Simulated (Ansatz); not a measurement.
This Ansatz (a quantum-chemistry and plane-wave program) input is the reference run, ZrS2 in the CdI2 type structure (space group P-3m1, No. 164; layered, stacked along the Cartesian z axis), computed with Ansatz r2SCAN+rVV10, no SOC:

Ansatz 0.2 input:
```yaml
crystal:
  lattice:
    - [3.6743011118, 0, 0]
    - [-1.8371505559, 3.182038104, 0]
    - [0, 0, 5.8602967481]
  atoms:
    - { symbol: Zr, position: [0, 0, 0] }
    - { symbol: S, position: [0.3333333333, 0.6666666667, 0.2461499697] }
    - { symbol: S, position: [0.6666666667, 0.3333333333, 0.7538500303] }
basis: { ecutwfc: 500, ecutrho_ratio: 4, xc_grid: 4, fft_grid_basis: typed }
kpoints: { mp_grid: { grid: [10, 10, 6] } }
hamiltonian:
  xc: r2scan
  dispersion: rvv10
  pseudopotentials: { kind: paw }
scf: { occupations: { method: fermi_dirac, width: 0.05 }, convergence: { dr2_threshold: 0.0000000003 } }
output: { forces: true, stress: true }
checkpoint: { write: state.ck, write_every: 1000 }
```

Question: Write the input for this change: biaxial strain −1.56 %, plane normal [001], relaxed out of plane (Cartesian); in-plane vectors clamped, the third vector and the atoms free.

Answer: 
Ansatz 0.2 input:
```yaml
crystal:
  lattice:
    - [3.6169820145, 0, 0]
    - [1.8084910072, 3.1323983096, 0]
    - [0, 0, 5.9060070627]
  atoms:
    - { symbol: Zr, position: [0, 0, 0] }
    - { symbol: S, position: [0.3333333333, 0.3333333333, 0.2461499697] }
    - { symbol: S, position: [0.6666666667, 0.6666666667, 0.7538500303] }
basis: { ecutwfc: 500, ecutrho_ratio: 4, xc_grid: 4, fft_grid_basis: typed }
kpoints: { mp_grid: { grid: [10, 10, 6] } }
hamiltonian:
  xc: r2scan
  dispersion: rvv10
  pseudopotentials: { kind: paw }
scf: { occupations: { method: fermi_dirac, width: 0.05 } }
relax: { f_tol: 0.005, max_steps: 50, cell: { stress_tol: 0.01, fix: [a, b, gamma] } }
output: { forces: true, stress: true }
checkpoint: { write: state.ck, write_every: 1000 }
```
This is the input that was run; other choices of cell and start would serve too.

Stability against distortions was not tested.
